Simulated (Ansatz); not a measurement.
Take CuCl in the wurtzite structure (space group P6_3mc, No. 186) as the base.

Space group P6₃mc (No. 186); a = b = 3.716 Å, c = 6.184 Å, α = β = 90.00°, γ = 120.00°

```tsv
atom	site	symmetry	x	y	z
Cu	2b	3m.	0.3333	0.6667	0.3713
Cl	2b	3m.	0.3333	0.6667	0.0037
```

Method: PBEsol (Ansatz, a first-principles code), scalar-relativistic without spin-orbit coupling.

One change was made to it. Results:

The lattice parameter a shrinks by 0.473 bohr (7.023 bohr → 6.550 bohr); the electron mass goes from 0.19 mₑ along c, 0.22 mₑ across (at Γ) to 0.19 mₑ along c, 0.30 mₑ across (at Γ); the band gap goes up by 0.38 eV (0.60 eV → 0.98 eV).

### Question
Which of these changes matches the shifts?
A. pressure 10 GPa
B. pressure 3 GPa
C. pressure 0.7 GPa

### Answer
A, pressure 10 GPa. For comparison, the band gap in the other runs: pressure 3 GPa gives 0.70 eV; pressure 0.7 GPa gives 0.62 eV.

Load acts through the strain it causes; cell and atoms are relaxed under it. Effective masses come from finite differences of ±0.01 Å⁻¹. Stability against distortions was not tested. Tetrahedral semiconductors of this kind turn to denser phases somewhere between about 1 and 50 GPa; those were not computed, so compressed cells here can lie past the real transition. No Hubbard U is applied. All final runs are without spin polarisation. This is not the structure that CuCl has at room temperature and ambient pressure.
